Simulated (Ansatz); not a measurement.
For antifluorite K2S, PBE in Ansatz (plane waves, PAW) gives:

- elastic constant C11: 34.2 GPa
- elastic constant C44: 8.4 GPa
- polycrystal shear modulus: 9.7 GPa

Q: What does LC-ωPBE (Ansatz, an electronic-structure program, plane waves, PAW) give for the same quantities?

A: 
- elastic constant C11: 36.7 GPa (rises by 7.3 %)
- elastic constant C44: 9.5 GPa (grows by 13 %)
- Voigt–Reuss–Hill shear modulus: 10.4 GPa (grows by 7.2 %)

Changes are worked out from the printed values.

Unless a cell is named, each level is at its own relaxed cell (PBE 34.62, LC-ωPBE 33.65 Å³/atom).

Ansatz's density-functional and Hartree–Fock values are scalar-relativistic unless marked +SOC, with PAW data made under PBE.
